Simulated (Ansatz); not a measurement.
## Relaxation of the atoms of CdHgSe2 (P-4m2, 4 atoms in the cell) at several settings

```yaml
crystal:
  lattice:
    - [4.34765, 0.00000, 0.00000]
    - [0.00000, 4.34765, 0.00000]
    - [0.00000, 0.00000, 6.13584]
  atoms:
    - { symbol: Cd, position: [0.50000, 0.50000, 0.50000] }
    - { symbol: Hg, position: [0.00000, 0.00000, 0.00000] }
    - { symbol: Se, position: [0.00000, 0.50000, 0.25301] }
    - { symbol: Se, position: [0.50000, 0.00000, 0.74699] }
```

Base: PBEsol, default PAW files made with PBE (Ansatz, a program for electronic structure). Its settings: kpoints.mp_grid.grid = 5 5 4; hamiltonian.xc = pbesol; hamiltonian.pseudopotentials = {kind: paw} (the program's default PAW files); scf.occupations.method = methfessel_paxton; scf.occupations.width = 0.1 eV. Starting volume 28.99 Å³ per atom.

Each line gives the change from the base single point and the result:

- atoms moved at random; relax: default → atoms; relax.f_tol: default → 0.1 eV/Å: pressure -0.84 GPa; largest force (vector length) 0.005 eV/Å; relaxation steps 3; free energy against the base single point 0.0 meV/atom.
- atoms moved at random; relax: default → atoms; relax.f_tol: default → 0.005 eV/Å: pressure -0.84 GPa; largest force (vector length) 0.005 eV/Å; relaxation steps 4; free energy against the base single point 0.0 meV/atom.
- atoms moved at random; relax: default → atoms; relax.f_tol: default → 0.03 eV/Å: pressure -0.84 GPa; largest force (vector length) 0.005 eV/Å; relaxation steps 4; free energy against the base single point 0.0 meV/atom.

The starting cell comes from a database of computed structures (which also holds hypothetical and non-ambient phases and stackings), without a prior relaxation at this level. Its lattice was rescaled by a random factor within 2.5 % of one. Ansatz's pressure includes its estimate of the finite-basis (Pulay) stress. The run gives no clean gap (levels at the Fermi energy touch, overlap or are partly filled at this smearing), which alone does not show that the compound is a metal.

Keys are those of Ansatz 0.2.
